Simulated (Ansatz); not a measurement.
**SnSe2: energy against strain**

SnSe2 (1T layered, P-3m1, 25.570 Å³/atom at rest, c along z) under a strain ε along c (axis z), the other axes held. PBE-D3(BJ) in Ansatz, a plane-wave DFT program (PAW, default set), 420 eV, 10×10×6 Γ-centred mesh, Fermi-Dirac smearing 0.05 eV; ions are relaxed within the symmetry of each cell.

Here s stands for strain and y for E less E0.

```
strain (%)  E less E0 (meV/atom)
----------  --------------------
-3.00                          ?
-1.50                       0.65
-1.00                       0.29
-0.50                       0.08
0.00                        0.00
0.50                        0.05
1.00                        0.21
1.50                        0.49
```

**Question.** Fit y against s with a parabola, and predict the withheld value at s = -3.00.

**Answer.** Least squares gives y = 0.000 - 0.0479·s + 0.2529·s². Residuals (row less fit): 0.009, -0.011, -0.007, 0.000, 0.011, 0.005, -0.007; standard error 0.011 (degrees of freedom: 4). Twice the quadratic coefficient over the volume, 2 × 0.2529 meV × 10⁴ × 0.1602 / 25.570 Å³, is the elastic constant C33 = 32 ± 0.6 GPa. At the withheld row, y = 0.000 - 0.0479 × (-3.0) + 0.2529 × (-3.0)² = 2.420 meV/atom. The calculation gives 2.65 meV/atom, 0.230 meV/atom above the prediction (8.7 % of the range of y in the table). The row lies outside the fitted rows, so this is an extrapolation. From the scatter of the fitted rows alone, a prediction at this place has a standard error of 0.040 meV/atom, so the miss is 5.8 times that.

One order more, fitted to all 13 runs of the series, follows each within 0.01, so the miss is the next term of a smooth law. Rows are the converged runs of the series near zero and its far end; series whose fitted rows scatter by over a few per cent of the range, as at a crossing or softening among them, aren't shown in this form. Most that stay on the fit to the last digits aren't either.
